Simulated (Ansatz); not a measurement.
A self-consistent single point of TiTc (P4mm, 2 atoms in the cell) with Ansatz (a program for electronic structure)

Method: PBEsol, default PAW files made with PBE (plane waves; Ansatz).

Input:

Ansatz 0.2 input:
```yaml
crystal:
  lattice:
    - [3.103753, 0.000000, 0.000000]
    - [0.000000, 3.103753, 0.000000]
    - [0.000000, 0.000000, 3.103753]
  atoms:
    - { symbol: Ti, position_ang: [1.551877, 1.551877, 1.601878] }
    - { symbol: Tc, position_ang: [0.000000, 0.000000, 0.000000] }
basis:
  ecutwfc: 500.0 eV
kpoints:
  mp_grid: { grid: [11, 11, 11] }
hamiltonian:
  xc: pbesol
  pseudopotentials: { kind: paw }
scf:
  occupations: { method: fermi_dirac, width: 0.1 eV }
output:
  forces: true
  eigenvalues: true
  stress: true
```

Log, with long lists cut:

```
WARN ansatz: RAYON_NUM_THREADS=1 ignored (pool sized by the plan → 1); use --threads N
Pseudopotentials: kind: paw
Pseudopotential: Ti, paw, valence charge 12
Pseudopotential: Tc, paw, valence charge 15
Crystal: 2 atoms, lattice volume = 29.899 Å³
Basis set: ecut = 500 eV, 751 PW (Γ), exchange–correlation on 48×48×48 points (8 copies of the dense FFT grid, shifted against one another)
Bands: 18, of which v1, the nominal top of the filled ones, is band 14 counted from 1 (13 counted from 0)
Symmetry: 8 space group operations
Space group: P4mm (ITA 99), of the structure as read, at distance tolerance 3.1e-5 Å
k-points: 126 of 1331 (time reversal used)
PAW frozen core: Ti, regenerated for the run's functional, and the local potential with it
PAW frozen core: Tc, regenerated for the run's functional, and the local potential with it
Initial density: superposition of atomic densities (chi_scale 0.1, normalization cell, long waves kept (reshape's long-wave potential 0.00 eV rms))
Initial wavefunctions: pseudopotential atomic-orbital guess
Eigensolver: davidson
Functional: x = pbesol(κ = 0.804, μ = 0.12345679012345678), c = pbesol(β = 0.046)
SCF iter   1: F=—  HF=-7812.934825 eV  |F-HF|=—  |Δ(HF+E_count)|=         —  Δρ=6.56e-2  dr2=1.12e0  ethr=3.10e-3  ⟨swp⟩=4.9  Hψ=9223  notcnv=0
all-band conjugate gradients solve this SCF's bands
preconditioner: auto → none
SCF iter   2: F=—  HF=-7812.643252 eV  |F-HF|=—  |Δ(HF+E_count)|=   2.92e-1  Δρ=3.35e-2  dr2=2.77e-1  ethr=3.10e-3  ⟨swp⟩=2.6  Hψ=4168  notcnv=0
SCF iter   3: F=—  HF=-7812.557157 eV  |F-HF|=—  |Δ(HF+E_count)|=   8.61e-2  Δρ=3.04e-3  dr2=1.61e-3  ethr=1.02e-3  ⟨swp⟩=3.0  Hψ=4547  notcnv=0
SCF iter   4: F=—  HF=-7812.557524 eV  |F-HF|=—  |Δ(HF+E_count)|=   3.68e-4  Δρ=7.92e-4  dr2=3.04e-4  ethr=5.96e-6  ⟨swp⟩=2.0  Hψ=3459  notcnv=0
SCF iter   5: F=—  HF=-7812.557439 eV  |F-HF|=—  |Δ(HF+E_count)|=   8.55e-5  Δρ=2.54e-4  dr2=2.77e-5  ethr=1.13e-6  ⟨swp⟩=2.1  Hψ=3635  notcnv=0
SCF iter   6: F=—  HF=-7812.557427 eV  |F-HF|=—  |Δ(HF+E_count)|=   1.19e-5  Δρ=4.83e-5  dr2=7.67e-7  ethr=1.02e-7  ⟨swp⟩=2.0  Hψ=3016  notcnv=0
SCF iter   7: F=-7812.557427 eV  HF=-7812.557427 eV  |F-HF|=1.30e-8  |Δ(HF+E_count)|=   1.21e-7  Δρ=9.87e-6  dr2=2.53e-8  ethr=3.70e-10  ⟨swp⟩=5.2  Hψ=9712  notcnv=0
SCF 1 converged in 7 iterations: F = -7812.557427 eV  dr2 = 2.53e-8
SCF converged after 7 iterations
Free energy (F): -7812.557427 eV
Harris-Foulkes:  -7812.557427 eV  (|F-HF|=1.30e-8)
Internal energy: -7812.493770 eV  (E = F + TS)
E sigma→0 (E₀):  -7812.525598 eV
Entropy (-TS):   -0.063657 eV (-31.829 meV/atom)
Fermi energy:    18.035833 eV
--- Per-component energies (eV) ---
  E_band       = -202.148287
  E_kinetic    = 897.974814
  E_local      = -1976.367264  (includes V_loc(G=0)·N_el)
  E_nonlocal   = 296.472556
  E_hartree    = 644.201303
  E_xc         = -335.502757
  E_vxc        = -416.771691  (∫ρ·V_xc dr)
  E_paw        = -4241.742277  (= ΣΔE_a)
  E_vpaw       = -291.857585  (= ΣTr[D̂ρ^β])
  E_aug_tail   = 0.000082  (compensation charges beyond the density's cutoff)
  E_ewald      = -3097.896456
  E_core_change = 0.366229  (= ΣΔE_core)
  E_smearing   = -0.063657  (= −TS)
  E_closure    = -0.000000  (closes the sum)
  Σ components = -7812.557427   (vs F -7812.557427, Δ=0.00e0)
--- Forces (eV/Å), atoms counted from 1 ---
  atom   1  Ti     0.00000000     0.00000000    -0.37920223
  atom   2  Tc     0.00000000     0.00000000     0.37914177
  max |Σ_I F_I| component: 6.05e-5 eV/Å
--- Stress (GPa, compression-positive) ---
       -6.631819       0.000000       0.000000
        0.000000      -6.631819       0.000000
        0.000000       0.000000      -6.815260
  P = ⅓ Tr σ = -6.6930 GPa (-66.930 kbar)
  The stress holds the Pulay correction. Without it, at fixed plane waves, as pw.x and ABINIT print it: P = -6.7207 GPa
--- Band table (eV; the first three rows and the last of 126) ---
  k-point 0: bands = ["-47.9460", "-37.9819", "-19.9724", "-19.9724", "-19.9718", "-14.2391", "-14.2377", "-14.2377", "11.5884", "14.0369", "14.0490", "17.7828", "17.7984", "17.7984", "20.5658", "20.5949", "22.2976", "22.2976"]
  k-point 1: bands = ["-47.9446", "-37.9808", "-19.9861", "-19.9696", "-19.9696", "-14.2588", "-14.2391", "-14.2391", "11.7593", "14.1225", "14.1784", "17.7711", "17.7711", "17.8460", "20.4224", "20.6267", "21.9567", "21.9567"]
  k-point 2: bands = ["-47.9409", "-37.9781", "-20.0242", "-19.9621", "-19.9621", "-14.3114", "-14.2427", "-14.2427", "12.2481", "14.3737", "14.5340", "17.7057", "17.7057", "18.0300", "19.9438", "20.7939", "21.2165", "21.2165"]
  k-point 125: bands = ["-47.8989", "-37.9280", "-20.1180", "-20.1157", "-20.1148", "-14.4393", "-14.4376", "-14.4334", "15.5273", "15.6325", "15.6334", "17.4104", "17.4243", "17.4336", "20.2863", "20.2865", "21.6326", "21.6335"]
```

The run converged in 7 iterations.

The starting cell comes from a database of computed structures (which also holds hypothetical and non-ambient phases and stackings), without a prior relaxation at this level. Its lattice was rescaled by up to half a per cent. One atom was moved a little off its site on purpose. Spin polarisation is off. With a pressure of about -7 GPa the cell is away from its equilibrium volume at this level. Ansatz's pressure includes its estimate of the finite-basis (Pulay) stress.
